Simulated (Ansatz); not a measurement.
System: AlB2-type ZrB2. Method: RPBE (Ansatz, a first-principles code, PAW).

Settings: plane-wave cutoff 520 eV, 24×24×16 k mesh (along the axes of the cell as run), Fermi–Dirac smearing 0.05 eV, scalar-relativistic PAW data made under PBE.

Computed at the level's own relaxed cell.

Task: What does this level give for the pressure derivative B′ of the bulk modulus, lattice parameter a, bulk modulus and lattice parameter c?

Result: 
* **pressure derivative B′ of the bulk modulus**: 4.0
* **lattice parameter a**: 3.187 Å
* **bulk modulus**: 229 GPa
* **lattice parameter c**: 3.560 Å

The run finds no gap.

Measured, for comparison: lattice constant a 3.17 Å, lattice parameter c 3.532 Å (room temperature, not corrected to a static lattice; as tabulated in Zhang et al. (2020), arXiv:1911.03307). Computed (rounded) less measured: lattice constant a +0.5 %, lattice parameter c +0.8 %.

Note: the bulk modulus comes from volumes at which shape and atoms were relaxed.

Computing time: roughly 6 core-minutes.
